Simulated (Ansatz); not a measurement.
# CsGeBr3: pressure series

Consider CsGeBr₃ in the cubic perovskite structure (space group Pm-3m, No. 221; a = 5.544 Å; a cell from a computed database, its experimental status unchecked).

Cell and atoms are relaxed at each pressure.

All numbers come from Ansatz (an electronic-structure program), r2SCAN, PAW, cutoff 500 eV, no spin-orbit coupling.

Notes on the quantities. enthalpy: H = E + PV relative to the base's energy.

| variant | band gap | lattice parameter a | enthalpy |
|---|---|---|---|
| base | 0.71 eV | 5.544 Å | – |
| pressure −2 GPa | 1.14 eV | 5.722 Å | -0.44 eV/atom |
| pressure −1 GPa | 0.92 eV | 5.622 Å | -0.22 eV/atom |
| pressure 1.8 GPa | 0.39 eV | 5.434 Å | +0.37 eV/atom |
| pressure 4.2 GPa | zero | 5.321 Å | +0.84 eV/atom |
| pressure 9 GPa | zero | 5.163 Å | +1.70 eV/atom |
| pressure 18 GPa | zero | 4.968 Å | +3.15 eV/atom |
| pressure 30 GPa | zero | 4.797 Å | +4.89 eV/atom |
| pressure 45 GPa | zero | 4.648 Å | +6.86 eV/atom |
| pressure 60 GPa | zero | 4.540 Å | +8.67 eV/atom |

The mesh was chosen for an insulator and is coarse for the gapless case. Load acts through the strain it causes; cell and atoms are relaxed under it. No phonon test of stability was made. No other phases were tried under pressure. All final runs are without spin polarisation. Many cubic perovskites are stable only at high temperature; tilts and polar distortions were not tested. The zero or small gap of CsGeBr3 under pressure 4.2 GPa, CsGeBr3 under pressure 9 GPa, CsGeBr3 under pressure 18 GPa and CsGeBr3 under pressure 30 GPa can change with the level of theory.
